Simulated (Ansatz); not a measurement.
Start from BP (space group P6_422, No. 181; a = 3.260 Å, c = 6.940 Å; a hypothetical phase, not in the database extracts checked).

Levels (all Ansatz, a quantum-chemistry and plane-wave program, PAW): PBEsol (420 eV, no spin-orbit coupling); r2SCAN (500 eV, without spin-orbit coupling).

The geometry is relaxed with PBEsol.

| Quantity | Value |
|---|---|
| PBEsol gap character | absent |
| PBEsol pressure | 0.0 GPa |
| PBEsol band gap | zero |

With r2SCAN at the same geometry, the gap character changes from absent to indirect, Γ → M; the pressure goes from zero to 3.6 GPa; the band gap goes from zero to 0.15 eV.

Single points use the geometry relaxed with PBEsol. Their cutoffs differ, which shifts pressures a little. No phonon test of stability was made. The base started in P3_121 and relaxed to P6_422 at this level. The final runs are not spin-polarised. A zero or small gap of BP can be the functional's error rather than a property of the material.
